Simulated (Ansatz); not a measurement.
Cost and result by functional for the adsorption energy of OH on the 1x1 (10-10) surface of wurtzite ZnO (cut with top plane O + Zn), one in a 2x1 cell, started at the site 'hollow O', in Ansatz (plane waves, PAW). Single points on the PBE structure, on one kind of machine; costs are rough ratios of the slab run's core time (references not counted) to the cheapest single point. r2SCAN's cost holds its higher cutoff (500 against 420 eV). Differences are taken against r2SCAN for comparison alone: no measured value is at hand, so the table doesn't rank accuracy. The points keep PBE's geometry, so the relaxation of a polaron and the settling of charge on one site are left out.

Host crystal: wurtzite ZnO, with a band gap (PBE, scalar-relativistic without spin-orbit coupling).

Model: 34-atom slab, 9.4 Å thick at the start under the adsorbate (thin: gaps and levels are the slab's own), 3x4x1 mesh, Fermi-Dirac 0.01 eV, dipole correction, 16 atoms held, the rest relaxed; no symmetry held; spin-polarised, ending with about 0.7 μB a cell, a value that depends on the mesh; orders that need a larger cell were not tried, no spin-orbit, no U, no dispersion correction. The slab shows no gap over 0.04 eV on its mesh. At the end it is bonded to 2 Zn. In PBE it is, or lies within 0.03 eV of, the lowest of the starts that converged. These notes are the PBE run's. r2SCAN: The program's check for a lower electronic state was not made. Adsorption energies are against H2O(g) − ½ H2(g). A negative adsorption energy means that the adsorbate is more stable on the surface than in its reference.

```tsv
functional	relative cost	adsorption energy (eV)	less r2SCAN (eV)
RPBE	1	1.45	0.10
r2SCAN	3	1.35	0.00
PBE (the relaxed run's value)	–	1.38	0.03
```

The values span 0.10 eV, while the single points' costs differ by a factor of roughly 3. Differences are of unrounded values.

Ansatz is a quantum-chemistry and plane-wave program.
